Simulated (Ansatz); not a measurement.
Start from YB6 (space group Pm-3m, No. 221; a = 4.076 Å). Axes: x, y, z lie along the cube axes.

The values are results of PBEsol (Ansatz, a first-principles code), no spin-orbit coupling, not measurements.

Modification: the cell is scaled by 1.0173 in all directions; the atoms relax in the strained cell.

Question: Predict the stress tensor and what it implies for the stiffness.

Answer: Stress of the strained cell less that of the base (GPa, compression positive):
```
   -8.3     0.0     0.0
    0.0    -8.3     0.0
    0.0     0.0    -8.3
```

Then B = −ΔP/(ΔV/V₀) with ΔV/V₀ = 0.0528 gives secant stiffness values (nonlinear terms included at this strain): B ≈ 157 GPa.

As a check, the harmonic strain energy −½ V₀ Δσ:ε is 13 meV/atom; the computed energy rise is 14 meV/atom.

Whether these cells are dynamically stable was not tested. The final runs are not spin-polarised. An odd electron count without spin: YB6.
